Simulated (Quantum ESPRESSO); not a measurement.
# Habitual settings against a tight run: NaPd3 (I4/mmm, 4 atoms in the cell)

Self-consistent single point.

```
CELL_PARAMETERS angstrom
     -1.97165     1.97165     3.99379
      1.97165    -1.97165     3.99379
      1.97165     1.97165    -3.99379
ATOMIC_POSITIONS crystal
  Na 0.00000 0.00000 0.00000
  Pd 0.75000 0.25000 0.50000
  Pd 0.25000 0.75000 0.50000
  Pd 0.50000 0.50000 0.00000
```

Method: PBEsol, GBRV 1.5 ultrasoft (PBESOL) pseudopotentials (plane waves; Quantum ESPRESSO).

Base settings: ecutwfc = 40 Ry; ecutrho = 320 Ry; occupations = smearing; smearing = mp; degauss = 0.0073499 Ry; potentials = {Na: na_pbesol_v1.5.uspp.F.UPF, Pd: pd_pbesol_v1.4.uspp.F.UPF}; K_POINTS = automatic 8 8 8 0 0 0; conv_thr = 1e-10 Ry; mixing_beta = 0.4.

Tight run (finer mesh or higher cutoff; not a proven limit): ecutwfc: 40 Ry → 56 Ry; ecutrho: 320 Ry → 448 Ry; conv_thr: 1e-10 Ry → 7.3e-11 Ry; K_POINTS: automatic 8 8 8 0 0 0 → automatic 11 11 11 0 0 0. It gave Fermi level (on the code's own zero) 14.13 eV; pressure -0.96 GPa.

Quick runs, as changes from the base:
- A: the base itself
- B: ecutwfc: 40 Ry → 28 Ry; ecutrho: 320 Ry → 224 Ry; smearing: mp → cold; degauss: 0.0073499 Ry → 0.0147 Ry; K_POINTS: automatic 8 8 8 0 0 0 → automatic 4 4 4 0 0 0
- C: ecutwfc: 40 Ry → 24 Ry; ecutrho: 320 Ry → 192 Ry; smearing: mp → gauss; degauss: 0.0073499 Ry → 0.036749 Ry; conv_thr: 1e-10 Ry → 7.3e-06 Ry; K_POINTS: automatic 8 8 8 0 0 0 → automatic 3 3 3 0 0 0
- D: K_POINTS: automatic 8 8 8 0 0 0 → automatic 4 4 4 1 1 1
- E: ecutwfc: 40 Ry → 20 Ry; ecutrho: 320 Ry → 160 Ry; pseudopotentials: {Na: na_pbesol_v1.5.uspp.F.UPF, Pd: pd_pbesol_v1.4.uspp.F.UPF} → {Na: na_lda_v1.5.uspp.F.UPF, Pd: pd_lda_v1.4.uspp.F.UPF}; K_POINTS: automatic 8 8 8 0 0 0 → automatic 2 2 2 0 0 0 [LDA (PZ)]
- F: ecutwfc: 40 Ry → 24 Ry; ecutrho: 320 Ry → 192 Ry; K_POINTS: automatic 8 8 8 0 0 0 → automatic 6 6 6 0 0 0

Energies are extrapolated to zero smearing width, which holds to low order in the width alone (under cold and Methfessel-Paxton smearing the free energy itself is taken).

Dashes: pressure of C, not trusted under this conv_thr with d or f elements; energy of E, another energy zero.

† marks runs with another functional, U, potentials or spin treatment: their distance from the tight run is not a convergence error alone.

The count of work is k-points × plane waves × bands × iterations; it is no time. 

The starting cell comes from a database of computed structures (which also holds hypothetical and non-ambient phases and stackings), without a prior relaxation at this level. Its lattice was rescaled by a random factor within 2.5 % of one. Spin polarisation is off.

```tsv
run	energy less tight (meV/atom)	pressure less tight (GPa)	count of work / tight
A	7.8	-0.07	0.28
B	739.5	-59.28	0.037
C	3321.3	–	0.0089
D	13.7	-0.03	0.053
E†	–	-570.29	0.0073
F	3377.8	-199.06	0.067
```

Among the runs at the tight run's level, the energy misses run from 7.8 to 3377.8 meV/atom.
